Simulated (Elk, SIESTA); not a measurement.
A SIESTA input for a self-consistent single point of Bi (R-3m, 2 atoms in the cell) (DFT, GGA PBE with spin-orbit coupling, numerical atomic orbitals DZP, PseudoDojo PBE fully relativistic norm-conserving potentials (rewritten from UPF to PSML)):

```
# files in the folder: Bi.psml (PseudoDojo PBE fully relativistic)
SystemName  Bi
SystemLabel bi

NumberOfAtoms                2
NumberOfSpecies              1
%block ChemicalSpeciesLabel
  1 83 Bi
%endblock ChemicalSpeciesLabel
LatticeConstant              4.746544 Ang
%block LatticeVectors
     0.877653210   -0.479296094    0.000000000
     0.877653210    0.479296094    0.000000000
     0.615904330    0.000000000    0.787820895
%endblock LatticeVectors
AtomicCoordinatesFormat      Bohr
%block AtomicCoordinatesAndAtomicSpecies
     4.976939836    0.000000000    1.653559134  1
    16.292033823   -0.000000000    5.412932890  1
%endblock AtomicCoordinatesAndAtomicSpecies

XC.functional                GGA
XC.authors                   PBE
PAO.BasisSize                DZP
PAO.EnergyShift              0.01 Ry
MeshCutoff                   350 Ry
%block kgrid.MonkhorstPack
    6   0   0  0.0
    0   6   0  0.0
    0   0   6  0.0
%endblock kgrid.MonkhorstPack
OccupationFunction           FD
ElectronicTemperature        100.0 meV
Spin                         spin-orbit
%block DM.InitSpin
  1 0.00 0.00 0.00
  2 0.00 0.00 0.00
%endblock DM.InitSpin

MaxSCFIterations             150
SCF.Mixer.Method             Pulay
SCF.Mixer.Weight             0.1
SCF.Mixer.History            6
SCF.DM.Tolerance             1.0E-05
Diag.ParallelOverK           true
WriteForces                  true
Charge.Mulliken              end
```

**Question.** Give the Elk input for the same structure, mesh, smearing and functional.

**Answer.** One input that does it (others would too):

```
tasks
  0

xctype
  20

spinorb
  .true.

rgkmax
  8.0

gmaxvr
  14.0

nxlo
  2

lorbcnd
  .true.

rmtscf
  0.98

lmaxi
  3

nempty
  10

stype
  3

swidth
  0.00367493

avec
    7.8722580924   -4.2991269348   -0.0000000007
    7.8722580924    4.2991269348   -0.0000000007
    5.5244574766    0.0000000000    7.0664920197

sppath
  'species/'

atoms
  1   : nspecies
  'Bi.in'   : spfname
  2   : natoms; atposl, bfcmt below
  0.2340000000  0.2340000000  0.2340000000    0.0 0.0 0.0
  0.7660000000  0.7660000000  0.7660000000    0.0 0.0 0.0

ngridk
  6 6 6
```

Basis settings and potentials, where a program has them, do not carry over. This input uses DFT, PBE, spin-orbit coupling in second variation, all-electron FP-LAPW, Elk's shipped species files, APW+lo basis with extra local orbitals.

The starting cell has typed, rounded lattice constants, without a prior relaxation at this level.
